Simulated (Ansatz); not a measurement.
Input and output of a self-consistent single point for CaMg2 (P1, 6 atoms in the cell) (Ansatz, a program for electronic structure).

Computed with PBEsol, PAW files made with PBE (plane waves; Ansatz).

The change in words: atoms moved at random. Reference geometry:
```xyz
6
Lattice="3.4728 0.0000 0.0000 -1.7364 3.0076 0.0000 0.0000 0.0000 16.6360" Properties=species:S:1:pos:R:3 pbc="T T T"
Ca     0.0000     0.0000     5.4465
Ca     0.0000     0.0000    11.1895
Mg     0.0000     0.0000     0.0000
Mg     1.7364     1.0025     2.5786
Mg     1.7364     1.0025    14.0574
Mg     1.7364     1.0025     8.3180
```

Reference input (self-consistent single point, DFT, PBEsol, plane waves, PAW files made with PBE): basis.ecutwfc = 420 eV; kpoints.mp_grid.grid = 8 8 2; hamiltonian.xc = pbesol; hamiltonian.pseudopotentials = {kind: paw} (the program's default PAW files); scf.occupations.method = fermi_dirac; scf.occupations.width = 0.1 eV. This run's input differs from it in these lines:

Ansatz 0.2 input:
```diff
@@ -7,8 +7,8 @@
   atoms:
-    - { symbol: Ca, position: [0.000000, 0.000000, 0.327390] }
-    - { symbol: Ca, position: [0.000000, 0.000000, 0.672610] }
-    - { symbol: Mg, position: [0.000000, 0.000000, 0.000000] }
-    - { symbol: Mg, position: [0.666667, 0.333333, 0.155000] }
-    - { symbol: Mg, position: [0.666667, 0.333333, 0.845000] }
-    - { symbol: Mg, position: [0.666667, 0.333333, 0.500000] }
+    - { symbol: Ca, position: [0.002800, 0.018485, 0.329674] }
+    - { symbol: Ca, position: [0.000937, 0.004154, 0.669708] }
+    - { symbol: Mg, position: [0.011545, 0.005433, -0.002963] }
+    - { symbol: Mg, position: [0.632369, 0.325413, 0.154512] }
+    - { symbol: Mg, position: [0.680406, 0.319337, 0.847864] }
+    - { symbol: Mg, position: [0.671945, 0.327176, 0.501205] }
 basis:
```

Output (repeated stretches shortened):

```
SCF iter   1: F=—  HF=-11242.448516 eV  |F-HF|=—  |Δ(HF+E_count)|=         —  Δρ=5.35e-2  dr2=1.58e2  ethr=3.10e-3  ⟨swp⟩=9.3  Hψ=13404  notcnv=0
all-band conjugate gradients solve this SCF's bands
preconditioner: auto → Kerker (q_TF=auto, 2.285 Å⁻¹)
SCF iter   2: F=—  HF=-11237.396742 eV  |F-HF|=—  |Δ(HF+E_count)|=    5.05e0  Δρ=2.59e-2  dr2=5.15e1  ethr=3.10e-3  ⟨swp⟩=3.8  Hψ=4505  notcnv=0
   [... lines left out ...]
SCF iter   8: F=—  HF=-11235.295357 eV  |F-HF|=—  |Δ(HF+E_count)|=   5.09e-5  Δρ=2.41e-5  dr2=5.49e-6  ethr=8.18e-8  ⟨swp⟩=2.2  Hψ=2991  notcnv=0
SCF iter   9: F=—  HF=-11235.295357 eV  |F-HF|=—  |Δ(HF+E_count)|=   4.73e-7  Δρ=9.26e-6  dr2=3.15e-6  ethr=9.15e-9  ⟨swp⟩=2.2  Hψ=3919  notcnv=0
SCF iter  10: F=—  HF=-11235.295357 eV  |F-HF|=—  |Δ(HF+E_count)|=   1.67e-7  Δρ=2.75e-6  dr2=2.31e-7  ethr=5.24e-9  ⟨swp⟩=1.0  Hψ=2451  notcnv=0
SCF iter  11: F=-11235.295357 eV  HF=-11235.295357 eV  |F-HF|=3.41e-9  |Δ(HF+E_count)|=   8.86e-9  Δρ=5.55e-7  dr2=3.99e-9  ethr=1.67e-10  ⟨swp⟩=9.4  Hψ=11511  notcnv=0
SCF 1 converged in 11 iterations: F = -11235.295357 eV  dr2 = 3.99e-9
Free energy (F): -11235.295357 eV
Internal energy: -11235.161562 eV  (E = F + TS)
E sigma→0 (E₀):  -11235.228460 eV
Entropy (-TS):   -0.133794 eV (-22.299 meV/atom)
Fermi energy:    5.201120 eV
--- Forces (eV/Å), atoms counted from 1 ---
  atom   1  Ca    -0.00653290    -0.04237452    -0.08611139
  atom   2  Ca     0.03233901    -0.02592316     0.16788939
  atom   3  Mg    -0.02263603    -0.03745472     0.15003869
  atom   4  Mg     0.06769124     0.03623939    -0.00393261
  atom   5  Mg    -0.03995709     0.03603923    -0.17640178
  atom   6  Mg    -0.03090435     0.03347405    -0.05148114
--- Stress (GPa, compression-positive) ---
        0.254295      -0.033598       0.009132
       -0.033598      -0.157412       0.000345
        0.009132       0.000345      -1.486165
  P = ⅓ Tr σ = -0.4631 GPa (-4.631 kbar)
  The stress holds the Pulay correction. Without it, at fixed plane waves, as pw.x and ABINIT print it: P = -0.4661 GPa
```

The run converged in 11 iterations. Against the reference run the free energy rises by 3.8 meV/atom, the pressure moves little (-0.51 to -0.46 GPa) and the largest force goes from 0.024 to 0.184 eV/Å.

The starting cell comes from a database of computed structures (which also holds hypothetical and non-ambient phases and stackings), without a prior relaxation at this level. Its lattice was rescaled by a random factor within 2.5 % of one. For this run, on top of that: atoms moved at random. Ansatz's pressure includes its estimate of the finite-basis (Pulay) stress.
